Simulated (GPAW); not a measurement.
**Input and output of a self-consistent single point for SrO (Fm-3m, 2 atoms in the cell) (GPAW)**

Method of the run: PBE, GPAW PAW datasets PBE (gpaw-data 1.0.1) (plane waves; GPAW).

Input as run:

```python
from ase import Atoms
from ase.units import GPa
from gpaw import GPAW

atoms = Atoms(['Sr', 'O'],
              cell=[[0.000000, 2.557689, 2.557689],
                    [2.557689, 0.000000, 2.557689],
                    [2.557689, 2.557689, 0.000000]],
              scaled_positions=[[0.500000, 0.500000, 0.500000],
                                [0.000000, 0.000000, 0.000000]],
              pbc=True)

calc = GPAW(mode={'name': 'pw', 'ecut': 900},
            xc='PBE',
            kpts={'size': (6, 6, 6), 'gamma': True},
            occupations={'name': 'fixed-uniform'},
            nbands=-8,
            convergence={'density': 1e-05, 'bands': -6},
            symmetry={'symmorphic': False, 'tolerance': 0.0005},
            maxiter=150,
            txt='-')

atoms.calc = calc

energy = atoms.get_potential_energy()
print('Energy (eV):', round(energy, 6))
forces = atoms.get_forces()
print('Forces (eV/Ang):')
print(forces.round(5))
stress = atoms.get_stress()
print('Stress (GPa, Voigt):', (stress / GPa).round(4))
```

Output (repeated stretches shortened):

```
Input parameters:
  convergence: {bands: -6,
                density: 1e-05}
  kpts: {gamma: True,
         size: (6, 6, 6)}
  maxiter: 150
  mode: {ecut: 900,
         name: pw}
  nbands: -8
  occupations: {name: fixed-uniform}
  symmetry: {symmorphic: False,
             tolerance: 0.0005}
  xc: PBE

species:
  Sr:
    name: Strontium
    Z: 38.0
    valence: 10
    core: 28
    charge: 0.0
    file: Sr.PBE.gz

    # Using partial waves for Sr as LCAO basis

  O:
    name: Oxygen
    Z: 8.0
    valence: 6
    core: 2
    charge: 0.0
    file: O.PBE.gz

    # Using partial waves for O as LCAO basis

Reference energy: -88537.622309  # eV

Spin-paired calculation

Convergence criteria:
 Maximum [total energy] change in last 3 cyles: 0.0005 eV / valence electron
 Maximum integral of absolute [dens]ity change: 1e-05 electrons / valence electron
 Maximum integral of absolute [eigenst]ate change: 4e-08 eV^2 / valence electron
 Maximum number of scf [iter]ations: 150

Symmetries present (total): 48
Symmetries with fractional translations: 0
216 k-points: 6 x 6 x 6 Monkhorst-Pack grid + [1/12,1/12,1/12]
16 k-points in the irreducible part of the Brillouin zone
       k-points in crystal coordinates                weights
   0:     0.00000000    0.00000000    0.00000000          1/216
   1:     0.16666667    0.16666667    0.00000000          6/216
   2:     0.16666667    0.16666667    0.16666667          8/216
   [... 7 lines left out ...]
          ...
  15:     0.50000000    0.50000000    0.50000000          4/216

Wave functions: Plane wave expansion
  Cutoff energy: 900.000 eV
  Number of coefficients (min, max): 2030, 2085
  Pulay-stress correction: 0.000000 eV/Ang^3 (de/decut=0.000000)

Occupation numbers: # Uniform distribution of occupation numbers

Eigensolver

Densities:
  Coarse grid: 27*27*27 grid
  Fine grid: 54*54*54 grid
  Total Charge: 0.000000

Density mixing:
  Method: separate
  Backend: pulay
  Linear mixing parameter: 0.05
  old densities: 5
  Damping of long wavelength oscillations: 50

Hamiltonian:
  XC and Coulomb potentials evaluated on a 54*54*54 grid
  External potential:
    NoExternalPotential

XC parameters: PBE with 2 nearest neighbor stencil

Number of atoms: 2
Number of atomic orbitals: 9
Number of bands in calculation: 16
Number of valence electrons: 16
Bands to converge: 10

Density initialized from atomic densities
  9 bands from LCAO basis set
  7 bands from random numbers

Atomic positions and initial magnetic moments

Positions:
   0 Sr     2.557689    2.557689    2.557689    ( 0.0000,  0.0000,  0.0000)
   1 O      0.000000    0.000000    0.000000    ( 0.0000,  0.0000,  0.0000)

Unit cell:
           periodic     x           y           z      points  spacing
  1. axis:    yes    0.000000    2.557689    2.557689    27     0.1094
  2. axis:    yes    2.557689    0.000000    2.557689    27     0.1094
  3. axis:    yes    2.557689    2.557689    0.000000    27     0.1094

  Lengths:   3.617118   3.617118   3.617118
  Angles:   60.000000  60.000000  60.000000

Effective grid spacing dv^(1/3) = 0.1194

     iter     time        total  log10-change:
                         energy   eigst   dens
iter:   1 --:--:--   -13.842399   +2.10
iter:   2 --:--:--   -13.344994   +0.39  -0.97
iter:   3 --:--:--   -12.288775   -0.94  -1.03
iter:   4 --:--:--   -12.410128   -1.93  -1.30
iter:   5 --:--:--   -12.283959   -1.77  -1.38
iter:   6 --:--:--   -12.283172   -3.76  -2.48
iter:   7 --:--:--   -12.283589c  -4.92  -2.46
iter:   8 --:--:--   -12.282797c  -3.63  -2.52
iter:   9 --:--:--   -12.282757c  -5.70  -3.04
iter:  10 --:--:--   -12.282623c  -4.67  -3.12
iter:  11 --:--:--   -12.282589c  -5.51  -3.14
iter:  12 --:--:--   -12.282553c  -5.39  -3.32
iter:  13 --:--:--   -12.282553c  -7.67c -4.18
iter:  14 --:--:--   -12.282554c  -6.98  -4.23
iter:  15 --:--:--   -12.282553c  -7.53c -4.28
iter:  16 --:--:--   -12.282553c  -8.37c -4.95
iter:  17 --:--:--   -12.282553c  -9.58c -5.30c

Converged after 17 iterations.

Dipole moment: (0.000000, 0.000000, 0.000000) |e|*Ang

Energy contributions relative to reference atoms: (reference = -88537.622309)

Kinetic:        +17.584758
Potential:      -14.521441
External:        +0.000000
XC:             -15.229233
Entropy (-ST):   +0.000000
Local:           -0.116638
SIC:             +0.000000
--------------------------
Free energy:    -12.282553
Extrapolated:   -12.282553

Showing only first 2 kpts
 Kpt  Band  Eigenvalues  Occupancy
  0     6      5.23441    2.00000
  0     7      5.23441    2.00000
  0     8      9.36554    0.00000
  0     9     11.55982    0.00000

  1     6      5.13901    2.00000
  1     7      5.13901    2.00000
  1     8     10.46821    0.00000
  1     9     10.53179    0.00000

Fermi level: 6.91219

Gap: 3.356 eV
Transition (v -> c):
  (s=0, k=0, n=7, [0.00, 0.00, 0.00]) -> (s=0, k=12, n=8, [0.50, 0.50, 0.00])
Direct/indirect transitions are different
Direct gap: 3.422 eV
Transition at: (s=0, k=12, n=7, [0.50, 0.50, 0.00])
Energy (eV): -12.282553

Forces in eV/Ang:
  0 Sr    0.00000    0.00000    0.00000
  1 O     0.00000   -0.00000    0.00000

Stress tensor:
    -0.030907    -0.000000     0.000000
    -0.000000    -0.030907     0.000000
     0.000000     0.000000    -0.030907
Stress (GPa, Voigt): [-4.9518 -4.9518 -4.9518  0.      0.     -0.    ]
```

The run converged in 17 iterations. GPAW prints stress with tension positive.

At such cutoffs GPAW's stress carries a finite-basis (Pulay) error, which enters relaxed cells too; its log prints stress with tension positive.

The starting cell comes from a database of computed structures (which also holds hypothetical and non-ambient phases and stackings), without a prior relaxation at this level. Its lattice was rescaled by a random factor within 2.5 % of one.
